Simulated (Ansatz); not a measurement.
Base system: Ru in the hcp (Mg type) structure (space group P6_3/mmc, No. 194; a = 2.722 Å, c = 4.291 Å).

Level of theory: PBE, PAW, 420 eV (Ansatz, a first-principles code; no SOC).

Before the change:

The density comes out as 12.19 g/cm³. The c/a ratio is 1.576.

Modification: a hydrostatic pressure of 15 GPa.

Q: How does this affect the density?

A: The density rises by 0.54 g/cm³ (12.19 g/cm³ → 12.73 g/cm³).

Q: Estimate the effect on the c/a ratio.

A: The c/a ratio grows by 0.003 (1.576 → 1.579).

Load acts through the strain it causes; cell and atoms are relaxed under it. No phonon test of stability was made. Competing high-pressure phases were not computed. The final runs are not spin-polarised.
